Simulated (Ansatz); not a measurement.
Take Ti3Al (space group P6_3/mmc, No. 194; a = 5.747 Å, c = 4.632 Å) as the base.

All numbers come from Ansatz (an electronic-structure program), r2SCAN, PAW, cutoff 500 eV, no SOC.

For the base:

```
Item        Value
--------  -------
Pressure  0.0 GPa
Band gap     zero
```

Now apply this change: the cell is scaled by 1.0544 in all directions, atoms relaxed at fixed cell.

Task: How does this affect the energy relative to the base?

Result: The energy rises by 145 meV/atom.

Task: How does this affect the pressure?

Result: The pressure (mean of the normal stresses, compression positive) goes from zero to -14.3 GPa.

Task: What happens to the band gap?

Result: The band gap is still zero.

The cells carry an imposed strain or load. No phonon test of stability was made. The final runs are not spin-polarised.
